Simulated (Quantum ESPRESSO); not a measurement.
Worked example: self-consistent single point of LiPd (P-6m2, 2 atoms in the cell) in Quantum ESPRESSO.

Method of the run: LDA (PZ), GBRV 1.5 ultrasoft (LDA) pseudopotentials (plane waves; Quantum ESPRESSO).

```
CELL_PARAMETERS angstrom
      2.78429     0.00000     0.00000
     -1.39214     2.41126     0.00000
      0.00000     0.00000     4.27815
ATOMIC_POSITIONS crystal
  Pd 0.00000 0.00000 0.50000
  Li 0.66667 0.33333 0.00000
```

Reference input (self-consistent single point, DFT, LDA (PZ), plane waves, GBRV 1.5 ultrasoft (LDA) pseudopotentials): ecutwfc = 40 Ry; ecutrho = 320 Ry; occupations = smearing; smearing = marzari-vanderbilt; degauss = 0.0073499 Ry; potentials = {Pd: pd_lda_v1.4.uspp.F.UPF, Li: li_lda_v1.4.uspp.F.UPF}; K_POINTS = automatic 14 14 8 0 0 0; conv_thr = 1e-10 Ry; mixing_beta = 0.7. This run's input differs from it in these lines:

```diff
@@ -18,3 +18,3 @@
 &ELECTRONS
-   conv_thr = 1e-10
+   conv_thr = 1.0d-7
    mixing_beta = 0.7
```

Log, with long lists cut:

```
     Self-consistent Calculation

     iteration #  1     ecut=    40.00 Ry     beta= 0.70

     negative rho (up, down):  7.081E-02 0.000E+00

     total energy              =    -207.73592557 Ry
     estimated scf accuracy    <       8.56434513 Ry

     iteration #  2     ecut=    40.00 Ry     beta= 0.70

     negative rho (up, down):  7.515E-02 0.000E+00

     total energy              =    -212.72063976 Ry
     estimated scf accuracy    <      11.48315948 Ry

     iteration #  3     ecut=    40.00 Ry     beta= 0.70

     negative rho (up, down):  7.519E-02 0.000E+00

     total energy              =    -213.28183877 Ry
     estimated scf accuracy    <       1.56279184 Ry

   [... 4 blocks of this kind left out ...]

     iteration #  8     ecut=    40.00 Ry     beta= 0.70

     negative rho (up, down):  7.473E-02 0.000E+00

     total energy              =    -213.15275088 Ry
     estimated scf accuracy    <       0.00001599 Ry

     iteration #  9     ecut=    40.00 Ry     beta= 0.70

     negative rho (up, down):  7.473E-02 0.000E+00
     End of self-consistent calculation

     Number of k-points >= 100: set verbosity='high' to print the bands.

     the Fermi energy is    10.2683 ev

!    total energy              =    -213.15275366 Ry
     estimated scf accuracy    <       0.00000007 Ry
     smearing contrib. (-TS)   =       0.00006131 Ry
     internal energy E=F+TS    =    -213.15281497 Ry

     convergence has been achieved in   9 iterations

     negative rho (up, down):  7.473E-02 0.000E+00

     Forces acting on atoms (cartesian axes, Ry/au):

     atom    1 type  1   force =     0.00000000    0.00000000    0.00000000
     atom    2 type  2   force =     0.00000000    0.00000000    0.00000000

     Total force =     0.000000     Total SCF correction =     0.000000

     negative rho (up, down):  7.473E-02 0.000E+00
          total   stress  (Ry/bohr**3)                   (kbar)     P=      -82.31
  -0.00056443  -0.00000000  -0.00000000          -83.03       -0.00       -0.00
  -0.00000000  -0.00056443   0.00000000           -0.00      -83.03        0.00
  -0.00000000   0.00000000  -0.00054971           -0.00        0.00      -80.87

   JOB DONE.
```

The run converged in 9 iterations. Against the reference run the free energy is nearly the same (within 1 meV/atom) and the pressure goes from -8.10 to -8.23 GPa.

The starting cell comes from a database of published, mostly measured structures (it also holds non-ambient and calculated ones), without a prior relaxation at this level. Its lattice was rescaled by a random factor within 2.5 % of one. Spin polarisation is off. With a pressure of about -8 GPa the cell is away from its equilibrium volume at this level.

Cost on one core of a shared machine: roughly 30 s.
